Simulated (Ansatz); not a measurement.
Take PbS in the rock salt structure (space group Fm-3m, No. 225; a = 6.009 Å) as the base.

Levels (all Ansatz, a first-principles code, PAW): PBE (420 eV, no spin-orbit coupling); HSE06+SOC (420 eV, spin-orbit coupling included).

The geometry is relaxed with PBE.

- PBE lowest conduction level above the VBM at special points: L 0.49 eV; W 2.24 eV; U 3.36 eV; Γ 5.13 eV

Question: Predict the lowest conduction level above the VBM at special points from HSE06+SOC.

Answer: The lowest conduction level above the VBM at special points goes from L 0.49 eV; W 2.24 eV; U 3.36 eV; Γ 5.13 eV to L 0.44 eV; W 2.51 eV; U 3.57 eV; Γ 4.15 eV.

Single points use the geometry relaxed with PBE. HSE06 gaps are upper bounds (no full band path). Differences between runs with and without spin-orbit coupling are approximate. The levels and masses belong to the bands next to the band gap. Stability against distortions was not tested.
